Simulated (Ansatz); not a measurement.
The starting structures come from a database of crystals and need not be the phases stable at ambient conditions.

The decay constant κ of evanescent states in the gap governs leakage through a thin film.

Input:

```
InP
1.0
    4.16811     0.00000     0.00000
    0.00000     6.83999     0.00000
    2.08406     0.00000     3.60969
In P
2 2
Cartesian
  4.16811   3.41863   2.40646
  2.08405   6.83862   1.20323
  4.16811   0.85637   2.40646
  2.08405   4.27636   1.20323
```

Space group of this cell: P6_3mc, wurtzite. The cell is taken as given; by PBEsol its mean pressure is -0.9 GPa.

Transport runs along the normal of the first two printed cell vectors, the (100) plane of the conventional cell.

The gap is the functional's own. No spin-orbit coupling. Mid-gap values are interpolated on the energy grid.

### Question
Predict the band gap and the smallest decay constant κ at mid-gap from PBEsol (Ansatz, an electronic-structure program).

### Answer
Gap 0.56 eV on a 8×6×8 mesh; κ = 0.041 1/Å, at the zone centre.
